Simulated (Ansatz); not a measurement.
For TaAg (model structure, P4/mmm, No. 123, 2 atoms in the cell), LDA (PAW; Ansatz, a first-principles code) gives:

equilibrium lattice constant a: 2.754 Å
lattice parameter c: 4.323 Å
bulk modulus B0: 191 GPa
cohesive energy: 6.31 eV/atom

Q: What does PBEsol in Ansatz (plane waves, PAW) give for the same quantities?

A: 
- lattice constant a: 2.796 Å (rises by 1.5 %)
- lattice parameter c: 4.318 Å (shrinks by 0.1 %)
- bulk modulus: 177 GPa (drops by 7.3 %)
- cohesive energy: 5.69 eV/atom (falls by 0.62 eV/atom)

Changes are worked out from the printed values.

Unless a cell is named, each level is at its own relaxed cell (LDA 16.40, PBEsol 16.88 Å³/atom).

Levels without +SOC leave out spin–orbit coupling, which shifts energies and cells of such heavy elements.

Caveats: the bulk modulus is −V dP/dV from two relaxed cells at ±2 % in volume (LDA, PBEsol). Ansatz's density-functional and Hartree–Fock values are scalar-relativistic unless marked +SOC, with PAW data made under PBE.

A model structure was made by putting elements into a prototype or built by hand; it is no filed structure, need not be a known phase, and can be a saddle point held by its symmetry.
